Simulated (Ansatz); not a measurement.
# F on the 1x1 (110) surface of 3C silicon carbide (cut with top plane C + Si), one in a 2x2 cell, started at the site 'over C at depth 1.5 Å'

Host crystal: 3C silicon carbide, with a band gap (PBE, scalar-relativistic without spin-orbit coupling).

Calculation: PBE (plane waves to 420 eV, PAW; Ansatz, a quantum-chemistry and plane-wave program).

Set-up: 49 atoms, 7.7 Å thick at the start under the adsorbate (thin: gaps and levels are the slab's own); mesh 3x3x1; 0.01 eV smearing; dipole correction on; 24 atoms held, the rest relaxed; held to the start's symmetry, so lower structures may exist; spin-polarised, ending with about 1.0 μB a cell; orders that need a larger cell were not tried, no spin-orbit, no U, no dispersion correction. At the end it is bonded to Si. In PBE it is, or lies within 0.03 eV of, the lowest of the starts that converged.

- adsorption energy against ½ F2(g) = -4.14 eV
- change of the step from the bottom to the top vacuum level, against the clean slab = 0.31 eV
- energy released by relaxation = 1.36 eV
- height of the binding atom over the mean of the host atoms within 0.3 Å of the top one = 1.484 Å
- magnetic moment of the cell = 1.00 μB
- nearest host atoms of the binding atom = Si at 1.61 Å, C at 2.82 Å, C at 2.82 Å
- largest move of a host atom = 0.34 Å
- cost = very roughly 13 core-minutes

A negative adsorption energy means that the adsorbate is more stable on the surface than in its reference.
